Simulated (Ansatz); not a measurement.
rock-salt PbTe (1 1 1) on zinc-blende CdTe (1 1 1) (film strained to the substrate, started from cuts of the bulks and a machine-learned relaxation; slabs Cd4Te4 and Pb3Te3, which can lie off the formulas)

A periodic stack without vacuum, rock-salt PbTe (1 1 1) on zinc-blende CdTe (1 1 1) (film strained to the substrate, started from cuts of the bulks and a machine-learned relaxation; slabs Cd4Te4 and Pb3Te3, which can lie off the formulas): substrate slab Cd4Te4, film Pb3Te3, surface cells [[0, 1], [-1, 0]] and [[0, 1], [-1, 0]], film strained by +0.7 and +0.7 %, outermost planes Te/Cd and Te/Pb as cut, which need not be the usual terminations and can put a slab off its formula.

The start was prepared with a machine-learned potential, and the result is one local minimum, with the in-plane cell held and forces under 0.04 eV/Å; the film can end far from its bulk form.

Level of theory: PBE (plane waves to 420 eV, PAW; Ansatz, a program for electronic structure). No spin–orbit coupling. Its k-point mesh 6×6×1, Fermi–Dirac width 0.05 eV.

| Quantity | Result |
|---|---|
| interface area | 19.0 Å² |
| period | 27.06 Å |
| heights between the nearest atoms of the two slabs at the two interfaces | 1.09 and 1.56 Å |
| Cd–Te contacts across the interfaces within 1.22 times the sum of covalent radii | 3, mean 2.91 Å |
| Pb–Te contacts across the interfaces within 1.22 times the sum of covalent radii | 3, mean 3.12 Å |
| two interfaces | unlike, so that offsets are their mean |
| spin-polarised check at this geometry | falls back to no moment |
| slope of the mean potential energy in the substrate | -1.7 MV/cm × e |

```xyz
14
Lattice="4.6785 -0.0012 -0.1641 -2.3395 4.0544 0.0309 0.9599 -2.3814 27.0798" Properties=species:S:1:pos:R:3 pbc="T T T"
Cd     0.1964    -0.7725     3.7012
Cd     0.3244     1.9655     7.4806
Cd     2.7987     0.6606    11.2318
Cd     5.2825    -0.6936    14.9749
Te    -2.2226     3.1811     0.8745
Te     0.2298     1.9402     4.6231
Te     2.6982     0.6255     8.3747
Te     5.1709    -0.6814    12.1211
Pb     0.7393     2.0339    18.5356
Pb     3.2219     0.7220    22.3490
Pb     1.0252    -0.5751    26.3352
Te     2.9799     0.6740    16.1269
Te     0.7936    -0.6397    20.1934
Te     0.9379     2.1046    24.0356
```
